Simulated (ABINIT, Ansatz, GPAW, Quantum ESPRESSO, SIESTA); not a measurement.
# Code comparison for MgTl (Pm-3m, 2 atoms in the cell)

Self-consistent single point.

```
CELL_PARAMETERS angstrom
      3.63780     0.00000     0.00000
      0.00000     3.63780     0.00000
      0.00000     0.00000     3.63780
ATOMIC_POSITIONS crystal
  Mg 0.00000 0.00000 0.00000
  Tl 0.50000 0.50000 0.50000
```

Shared settings, as Ansatz (a first-principles code) writes them: kpoints.mp_grid.grid = 3 3 3; scf.occupations.method = gaussian; scf.occupations.width = 0.272 eV. Potentials and cutoffs stand in the table.

| code | model | pressure (GPa) | cutoff |
|---|---|---|---|
| Ansatz | PBEsol, default PAW files made with PBE | 3.14 | default |
| GPAW | PBEsol, GPAW PAW datasets PBEsol (made by gpaw-setup) | 2.91 | 800 eV |
| Quantum ESPRESSO | PBEsol, PseudoDojo standard norm-conserving (PBESOL) pseudopotentials | 3.19 | 85 Ry |
| SIESTA | GGA PBEsol, numerical atomic orbitals DZP, PseudoDojo PBEsol standard norm-conserving potentials (rewritten from UPF to PSML) | 5.92 | grid 300 Ry |
| ABINIT | PBEsol, norm-conserving pseudopotentials (PseudoDojo nc-sr-04 PBEsol standard) | 3.19 | 1143 eV |

On Ansatz's run: spin-orbit coupling is off.

The spread over the programs that give each value: pressure within 3.01 GPa.

SIESTA uses small atom-centred bases, whose incompleteness enters pressures, forces and empty levels differently from a plane-wave cutoff. Ansatz's pressure is given at a fixed set of plane waves, as the other plane-wave codes print theirs. In the pressure, SIESTA (by 2.76) lies more than 1 GPa from the median of the plane-wave programs.

On the base mesh (7 7 7) the same programs gave: Ansatz pressure -0.99 GPa; Quantum ESPRESSO pressure -0.92 GPa; ABINIT pressure -0.92 GPa; GPAW pressure -1.24 GPa; SIESTA pressure 2.09 GPa.

The values differ from the base mesh's, so the mesh still matters here: the table compares the programs at equal settings.

The starting cell comes from a database of computed structures (which also holds hypothetical and non-ambient phases and stackings), without a prior relaxation at this level.

Left out of this page: CP2K (on another mesh); Elk (not drawn, or without a comparable value).

Keys are those of Ansatz 0.2.
